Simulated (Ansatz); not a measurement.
CdS: biaxial strain +0.50 %, plane normal [001], relaxed out of plane

The reference is CdS in the zinc blende structure (space group F-43m, No. 216; a = 5.878 Å). Axes: x, y, z lie along the cube axes.

It is then changed as follows: tensile biaxial strain of 0.50 % in the plane normal to [001], as in epitaxy on a mismatched substrate; the out-of-plane cell vector and the atoms relax.

All numbers come from r2SCAN (Ansatz, a program for electronic structure, PAW, scalar-relativistic without spin-orbit coupling). k-mesh 10×10×10 (Γ-centred); smearing 0.05 eV (Fermi–Dirac).

| quantity | base | changed | shift |
|---|---|---|---|
| volume per atom | 25.38 Å³ | 25.45 Å³ | +0.064 Å³ |
| space group | F-43m (No. 216) | I-4m2 (No. 119) | – |
| shortest interatomic distance | 2.545 Å | 2.547 Å | +0.002 Å |
| energy relative to the base (free energy F) | 0 meV/atom | +0.2 meV/atom | +0.2 meV/atom |
| pressure (mean of the normal stresses, compression positive) | 0.01 GPa | -0.15 GPa | -0.16 GPa |
| band gap | 1.54 eV | 1.51 eV | -0.03 eV |
| gap character | direct at Γ | direct at Γ | – |
| electron mass | 0.15 mₑ (at Γ) | 0.15 mₑ (at Γ) | – |
| hole mass | – | 0.16 mₑ out of plane, 0.78 mₑ in plane (at Γ) | – |
| valence-band top at Γ (three highest levels, from the VBM) | 0.00, 0.00, 0.00 eV | 0.00, -0.04, -0.04 eV | – |
| out-of-plane strain | – | -0.74 % | – |
| mean in-plane stress (compression positive) | – | -0.2 GPa | – |

Effective masses come from finite differences of ±0.01 Å⁻¹. No phonon test of stability was made. Labels are those of the standard path for the cell's own space group.
